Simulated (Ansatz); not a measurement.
Structures of equal composition on the (111) surface of fcc Al: a layer of Zr in place of the second plane; a layer of Zr in place of the third plane. The slabs share one bottom face, and each structure is named by its start. These are constructed structures in small cells; real faces may alloy, dewet or reconstruct in larger ones, and not all known structures of the face are among them. Slabs of about 12 Å, Fermi-Dirac smearing of 0.1 eV. Bottom of the slabs: a bare face, its two planes held. Relaxed from the named starts with such symmetry as they have, on meshes of like density; energies extrapolated to zero smearing; spin only where a row says so; no spin-orbit coupling, no U. Brackets mark spin-polarised runs, whose order is one that fits the cell.

Computed with PBE (plane waves to 420 eV, PAW; Ansatz, a first-principles code).

Rank these by energy per 1x1 cell (lowest first), as PBE gives it.

a layer of Zr in place of the third plane (0.000 eV), a layer of Zr in place of the second plane (0.128 eV)
